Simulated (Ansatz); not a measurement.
The parent structure is ZnSe in the zinc blende structure (space group F-43m, No. 216; a = 5.666 Å).

All numbers come from r2SCAN in Ansatz (plane waves to 500 eV, PAW, no spin-orbit coupling), earlier PAW set.

Carriers are added at fixed cell with a uniform background; the Fermi–Dirac width is that of 300 K.

One change was made to it. Results:

```csv
quantity,base,after
Fermi level relative to the doped band's edge (positive inside the band; to 0.05 eV),–,+0.50 eV
gap between the host's bands,1.86 eV,2.00 eV
gap character,direct at Γ,direct at Γ
```

Problem. Name the change that was made.
A. holes 5.0×10^21 cm⁻³
B. electrons 1.0×10^22 cm⁻³
C. holes 2.0×10^21 cm⁻³
D. holes 1.0×10^21 cm⁻³
E. electrons 5.0×10^21 cm⁻³

Solution. A, holes 5.0×10^21 cm⁻³. For comparison, the gap between the host's bands in the other runs: holes 1.0×10^21 cm⁻³ gives 1.89 eV; holes 2.0×10^21 cm⁻³ gives 1.92 eV; electrons 5.0×10^21 cm⁻³ gives 1.77 eV; electrons 1.0×10^22 cm⁻³ gives 1.70 eV.

Carriers are added with a uniform compensating background; total energy and stress of such cells depend on the potential's zero and are not compared; many-body gap narrowing is missing at this level. No phonon test of stability was made.

Ansatz is an electronic-structure program.
